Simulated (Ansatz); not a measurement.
# NiSi (Pmmn, No. 59; start mp-999192; another space group than a measured phase of this formula): bulk modulus B0 by level of theory

No measured value is used here.

```
level (code)     value (GPa)  cell (Å³/atom)
---------------  -----------  --------------
LDA (Ansatz)             190           11.03
PBEsol (Ansatz)          182           11.30
r²SCAN (Ansatz)          175           11.32
```

The crystal itself was run without spin with LDA, PBEsol, r²SCAN. LDA, PBEsol, r²SCAN: the run has no spin polarisation, so it can have missed a magnetic state. LDA, PBEsol, r²SCAN: the bulk modulus is −V dP/dV from two relaxed cells at ±2 % in volume. LDA, PBEsol, r²SCAN: the relaxation could not lower the start's symmetry, so the cell can be a saddle point above a distorted one. Each level is taken at its own relaxed cell. Cutoffs differ between the levels. Ansatz's density-functional and Hartree–Fock values are scalar-relativistic unless marked +SOC, with PAW data made under PBE.

A start named mp-… is a Materials Project structure, which can be a computed phase never made.

Ansatz is a quantum-chemistry and plane-wave program.
